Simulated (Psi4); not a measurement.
Psi4 1.11, BP86/def2-svp: Si(H)(OH)2(NMe2) (CN(C)[SiH](O)O), 15 atoms. The geometry is a generated start, not checked to be a minimum at this level.

```
Item                                                 Value
--------------------------  ------------------------------
task                                                energy
method                                                bp86
basis                                             def2-svp
memory                                                3 GB
maxiter                                                100
keys of the molecule block                     symmetry c1
scf_type                                      df (default)
guess                       auto, which took SAD (default)
scf_initial_accelerator                    adiis (default)
e_convergence                              1e-06 (default)
d_convergence                              1e-06 (default)
dft_radial_points                             75 (default)
dft_spherical_points                         302 (default)
basis functions                                        133
grid points                                         319031
```

```xyz
15

Si     0.9639    -0.0926     0.9759
O      2.0678     1.0687     0.7078
O      1.5330    -1.6145     0.9699
N     -0.2550     0.0261    -0.2402
C     -1.2333    -1.0206    -0.4129
C     -0.7658     1.3077    -0.6620
H      0.6257     0.1104     2.3719
H      2.4635     1.2182    -0.1459
H      1.7736    -2.0493     0.1551
H     -2.1430    -0.8234     0.1655
H     -0.8175    -1.9690    -0.0832
H     -1.5113    -1.0971    -1.4690
H     -1.6556     1.5986    -0.0907
H     -1.0413     1.2664    -1.7212
H     -0.0047     2.0707    -0.5211
```

One run each on 2 threads. Values of diis_max_vecs tried: 3, 6, 10 (default), 20.

Which value of diis_max_vecs needs the fewest SCF iterations, and what happens away from it?

Fewest SCF iterations, within one of each other: 6 with 10, 10 (default) with 9, 20 with 9. The count rises to 19 at 3. All converge to one solution.

```json
[
 {"diis_max_vecs": "3", "SCF iterations": "19", "end": "same solution"},
 {"diis_max_vecs": "6", "SCF iterations": "10", "end": "same solution"},
 {"diis_max_vecs": "10 (default)", "SCF iterations": "9", "end": "same solution"},
 {"diis_max_vecs": "20", "SCF iterations": "9", "end": "same solution"}
]
```
